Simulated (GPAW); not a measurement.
Band structure of NbRe (Cmmm, 2 atoms in the cell).

```xyz
2
Lattice="1.5848 -2.2495 0.0000 1.5848 2.2495 0.0000 0.0000 0.0000 4.5058" Properties=species:S:1:pos:R:3 pbc="T T T"
Nb     0.0000     0.0000     0.0000
Re     1.5848     0.0000     2.2529
```

Level of theory: LDA (Perdew-Wang 92), GPAW PAW datasets LDA (gpaw-data 1.0.1) (plane waves; GPAW 25.7.0).

Settings: mode = pw; ecut = 550 eV; xc = LDA; kpts = 13 13 8; mesh shift (steps) = 0 0 0; occupations.name = methfessel-paxton; occupations.width = 0.272 eV; occupations.order = 0; nbands = -6; symmetry.symmorphic = false; symmetry.tolerance = 0.0005; maxiter = 100; bandpath_npoints = 40.

The starting cell comes from a database of computed structures (which also holds hypothetical and non-ambient phases and stackings), without a prior relaxation at this level. Its lattice was rescaled by a random factor within 2.5 % of one. Spin-orbit coupling is off. Spin polarisation is off.

Levels in eV from the Fermi level, bands 10 to 17:
| point | 10 | 11 | 12 | 13 | 14 | 15 | 16 | 17 |
|---|---|---|---|---|---|---|---|---|
| Γ | -3.64 | -1.32 | -1.30 | -0.94 | 1.10 | 1.26 | 1.28 | 2.83 |
| X | -4.15 | -3.41 | -1.02 | 1.85 | 2.10 | 2.21 | 2.83 | 3.58 |
| S | -3.40 | -2.61 | -2.11 | -1.67 | 0.65 | 1.66 | 2.57 | 4.01 |
| R | -3.76 | -3.02 | 0.70 | 1.39 | 1.41 | 1.90 | 2.92 | 3.64 |
| A | -3.13 | -3.13 | -3.10 | -2.51 | 2.01 | 2.18 | 3.20 | 3.29 |
| Z | -3.24 | -2.17 | -1.58 | -1.13 | 0.37 | 0.45 | 1.15 | 2.32 |
| Y | -5.30 | -3.41 | 1.14 | 1.82 | 2.74 | 3.77 | 4.69 | 4.71 |
| X1 | -4.15 | -3.41 | -1.02 | 1.85 | 2.10 | 2.21 | 2.83 | 3.58 |
| A1 | -3.13 | -3.13 | -3.10 | -2.51 | 2.01 | 2.18 | 3.20 | 3.29 |
| T | -3.76 | -3.12 | -1.34 | -0.63 | 0.09 | 1.24 | 3.83 | 6.23 |

Bands cross the Fermi level along this path, so the cell is metallic at this level.
